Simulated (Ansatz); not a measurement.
```
CELL_PARAMETERS angstrom
      2.45105     1.41511     4.54170
     -2.45105     1.41511     4.54170
      0.00000    -2.83022     4.54170
ATOMIC_POSITIONS crystal
  Ni 0.00000 0.00000 0.00000
  Pt 0.50000 0.50000 0.50000
  F  0.90388 0.25259 0.59311
  F  0.09612 0.74741 0.40689
  F  0.59311 0.90388 0.25259
  F  0.40689 0.09612 0.74741
  F  0.25259 0.59311 0.90388
  F  0.74741 0.40689 0.09612
```
Moments meant for the start (each program seeds them in its own way; μB, in the order of the atoms Ni Pt F F F F F F): 2.0 0.0 0.0 0.0 0.0 0.0 0.0 0.0.

Level of theory: PBEsol+U, PAW files made with PBE (plane waves; Ansatz, a program for electronic structure).

The set-up and first iterations of an Ansatz log for NiPtF6 (R-3, 8 atoms in the cell):

```
WARN basis.ecutwfc = 420 eV, the default
WARN ansatz: RAYON_NUM_THREADS=1 ignored (pool sized by the plan → 1); use --threads N
Pseudopotentials: kind: paw
Pseudopotential: Ni, paw, valence charge 18
Pseudopotential: Pt, paw, valence charge 18
Pseudopotential: F, paw, valence charge 7
Crystal: 8 atoms, lattice volume = 94.517 Å³
Basis set: ecut = 420 eV, 1839 PW (Γ), exchange–correlation on 72×72×72 points (8 copies of the dense FFT grid, shifted against one another)
Bands: 48, of which v1, the nominal top of the filled ones, is band 39 counted from 1 (38 counted from 0)
Symmetry: 6 space group operations
Space group: R-3 (ITA 148), of the structure as read, at distance tolerance 4.6e-5 Å
Magnetic group: BNS 148.17 (UNI 1247), of the structure as read, at distance tolerance 4.6e-5 Å
k-points: 14 of 64
PAW frozen core: Ni, regenerated for the run's functional, and the local potential with it
PAW frozen core: Pt, regenerated for the run's functional, and the local potential with it
PAW frozen core: F, regenerated for the run's functional, and the local potential with it
Initial density: superposition of atomic densities (chi_scale 0.1, normalization cell, long waves kept (reshape's long-wave potential 0.04 eV rms))
Starting moments: Σ|m| = 2 μB on 1 of 8 sites
Initial wavefunctions: pseudopotential atomic-orbital guess
Eigensolver: davidson
Functional: x = pbesol(κ = 0.804, μ = 0.12345679012345678), c = pbesol(β = 0.046)
SCF iter   1: F=—  HF=-23010.750037 eV  |F-HF|=—  |Δ(HF+E_count)|=         —  Δρ=2.82e-1 (↑1.06e-1 ↓2.82e-1)  dr2=1.11e2  dr2_m=8.36e0  M=0.096 μB ∫|m|=0.130 μB  β_m=0.30  ethr=3.10e-3  ⟨swp⟩=6.2  Hψ=5198  notcnv=0
all-band conjugate gradients solve this SCF's bands
preconditioner: auto → Kerker (q_TF=auto, 2.642 Å⁻¹)
spin=Collinear: Kerker preconditioning applied to the charge; magnetization (m = ρ↑ − ρ↓) channel mixes plain (no charge-response kernel on spin).
SCF iter   2: F=—  HF=-22988.929810 eV  |F-HF|=—  |Δ(HF+E_count)|=    2.18e1  Δρ=1.34e-1 (↑4.24e-2 ↓1.34e-1)  dr2=3.41e1  dr2_m=2.76e0  M=0.672 μB ∫|m|=0.694 μB  β_m=0.30  ethr=3.10e-3  ⟨swp⟩=3.8  Hψ=3702  notcnv=0  defer=76
SCF iter   3: F=—  HF=-22987.754552 eV  |F-HF|=—  |Δ(HF+E_count)|=    1.18e0  Δρ=2.65e-1 (↑9.42e-2 ↓2.65e-1)  dr2=8.45e1  dr2_m=7.72e0  M=3.024 μB ∫|m|=3.219 μB  β_m=1.00  ethr=3.10e-3  ⟨swp⟩=3.3  Hψ=2970  notcnv=0  defer=76
SCF iter   4: F=—  HF=-22984.192246 eV  |F-HF|=—  |Δ(HF+E_count)|=    3.56e0  Δρ=1.07e-1 (↑6.64e-2 ↓1.07e-1)  dr2=5.36e0  dr2_m=5.77e0  M=2.000 μB ∫|m|=2.015 μB  β_m=0.30  ethr=3.10e-3  ⟨swp⟩=3.6  Hψ=3190  notcnv=0  defer=63
   [... lines left out ...]
```

Question: How does the run end?

Answer: The run converged in 25 iterations. Its thresholds were met; that alone does not show that basis and mesh suffice. It ends on: free energy E − TS (on the zero of these files) -22987.1719 eV; top of the valence band (on the code's own zero) 5.54 eV; gap on the k-point mesh 2.12 eV; pressure 0.21 GPa; largest force (vector length) 0.446 eV/Å; size of the cell's spin moment 2.00 μB; Hubbard energy 0.686 eV. The log goes on:

```
   [... lines left out ...]
Mixer restart at iter 22: flushing history
SCF iter  23: F=-22987.171925 eV  HF=-22987.171925 eV  |F-HF|=1.23e-7  |Δ(HF+E_count)|=   3.46e-8  Δρ=7.65e-6 (↑6.09e-6 ↓7.65e-6)  dr2=1.09e-7  dr2_m=8.34e-10  M=2.000 μB ∫|m|=2.052 μB  β_m=1.00  ethr=2.47e-11  ⟨swp⟩=2.0  Hψ=2320  notcnv=0  κ⁻¹=1.0e0(r=1)
SCF iter  24: F=-22987.171925 eV  HF=-22987.171925 eV  |F-HF|=9.02e-10  |Δ(HF+E_count)|=   3.20e-8  Δρ=6.97e-7 (↑4.59e-7 ↓6.97e-7)  dr2=1.15e-9  dr2_m=2.25e-11  M=2.000 μB ∫|m|=2.052 μB  ethr=2.47e-11  ⟨swp⟩=2.3  Hψ=4150  notcnv=0
SCF 1 converged in 24 iterations: F = -22987.171925 eV  dr2 = 1.15e-9
Crystal: 8 atoms, lattice volume = 94.517 Å³
Symmetry: 2 space group operations
k-points: 36 of 64
Initial density: read from a saved state, or passed on in memory by an earlier SCF of this step, an earlier step, the calling program or the single point that …
Starting moments: Σ|m| = 2 μB on 1 of 8 sites; this step starts from the density that it was given
Initial wavefunctions: those read from a saved state, or passed on in memory by an earlier step or the calling program
iter 1 solved again at ethr=1.47e-12 eV; its pass at ethr=1.28e-6 eV (dr2=1.15e-9 eV) is discarded
SCF iter   1: F=—  HF=-22987.171925 eV  |F-HF|=—  |Δ(HF+E_count)|=         —  Δρ=6.94e-7 (↑4.56e-7 ↓6.94e-7)  dr2=1.15e-9  dr2_m=2.25e-11  M=2.000 μB ∫|m|=2.052 μB  ethr=1.47e-12  ⟨swp⟩=1.0  Hψ=14703  notcnv=0
   [... lines left out ...]
preconditioner: auto → Resta (q_TF=auto, 2.642 Å⁻¹)
spin=Collinear: Resta preconditioning applied to the charge; magnetization (m = ρ↑ − ρ↓) channel mixes plain (no charge-response kernel on spin).
Absolute magnetization: 2.0515 μB (∫|ρ↑−ρ↓|, with the PAW one-centre terms)
Free energy (F): -22987.171925 eV
Fermi energy:    6.600681 eV
   [... lines left out ...]
  atom   7  F      0.28719162     0.20888396    -0.26905143
  atom   8  F     -0.28719162    -0.20888396     0.26905143
--- Stress (GPa, compression-positive) ---
        0.288952      -0.000004      -0.000000
        0.000004       0.288952       0.000000
        0.000000       0.000000       0.050492
  P = ⅓ Tr σ = 0.2095 GPa (2.095 kbar)
  The stress holds the Pulay correction. Without it, at fixed plane waves, as pw.x and ABINIT print it: P = -0.3129 GPa
Occupation matrices written to occupation_matrices
```

For comparison: a first run (DFT, PBEsol, plane waves, PAW files made with PBE) was changed to give this one (hamiltonian.hubbard.sites: default → [{species: Ni, l: d, u_eff: 5.0}] eV; hamiltonian.hubbard.projectors: default → ortho-atomic), and from it to this one the pressure goes from -0.78 to 0.21 GPa, the largest force goes from 0.095 to 0.446 eV/Å, the gap on the mesh goes from 0.979 to 2.123 eV and the size of the net moment stays at 0.25 μB/atom.

The starting cell comes from a database of computed structures (which also holds hypothetical and non-ambient phases and stackings), without a prior relaxation at this level. Spin-orbit coupling is off. With one magnetic atom in the cell only a parallel order is possible. With U or open f shells several self-consistent states can exist. Ansatz's pressure includes its estimate of the finite-basis (Pulay) stress. Without the estimate this run gives -0.31 GPa.

The run was DFT, PBEsol+U, plane waves, PAW files made with PBE. Main settings of its input:

| setting | value |
|---|---|
| kpoints.mp_grid.grid | 4 4 4 |
| hamiltonian.xc | pbesol |
| hamiltonian.pseudopotentials | {kind: paw} (the program's default PAW files) |
| hamiltonian.hubbard.sites | [{species: Ni, l: d, u_eff: 5.0}] eV |
| hamiltonian.hubbard.projectors | ortho-atomic |
| magnetization.spin_polarized | true |
| scf.occupations.method | fermi_dirac |
| scf.occupations.width | 0.02 eV |

These are the values that this program gave, and no reference: magnets with a U can end in a higher state.

Keys are those of Ansatz 0.2.
